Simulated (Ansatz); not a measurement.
Au under a change: isotropic strain +2.50 %

Take Au in the fcc (Cu type) structure (space group Fm-3m, No. 225; a = 4.125 Å; relaxed with 0.1 eV smearing) as the base.

One thing is altered: the cell is scaled by 1.0250 in all directions; the atoms relax in the strained cell.

Calculations: r2SCAN, PAW, 500 eV (Ansatz, a quantum-chemistry and plane-wave program; no SOC). k-mesh 27×27×27 (Γ-centred); smearing 0.1 eV (Fermi–Dirac).

```tsv
quantity	base	changed	shift
volume per atom	17.54 Å³	18.89 Å³	+1.35 Å³
shortest interatomic distance	2.916 Å	2.989 Å	+0.073 Å
energy relative to the base (free energy F)	0 meV/atom	+42 meV/atom	+42 meV/atom
pressure	0.0 GPa	-9.1 GPa	-9.1 GPa
band gap	zero	zero	–
```

Whether these cells are dynamically stable was not tested.
